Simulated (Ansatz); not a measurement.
The starting structures come from a database of crystals and need not be the phases stable at ambient conditions.

By PBEsol, the system below comes out a metal.

A figure of merit of an interconnect metal is its ballistic conductance per area.

Input:

```yaml
crystal:
  lattice:
    - [4.37211, 0.00000, 0.00000]
    - [-2.18606, 3.78636, 0.00000]
    - [2.18606, 1.26212, 1.78491]
  atoms:
    - { symbol: Al, position: [0.00000, 0.00000, 0.00000] }
    - { symbol: Pt, position: [0.00000, 0.50000, 0.50000] }
```

The cell is taken as given; by PBEsol it stands under a pressure of -5.7 GPa.

The current flows along the normal of the first two printed cell vectors, the (111) plane of the conventional cell. No spin-orbit coupling; the value is a mean over 0.1 eV about the Fermi level.

Q: Give the ballistic conductance per area that PBEsol run with Ansatz (a quantum-chemistry and plane-wave program) yields.

A: 0.96 × 10¹⁵ S/m² for both spins.
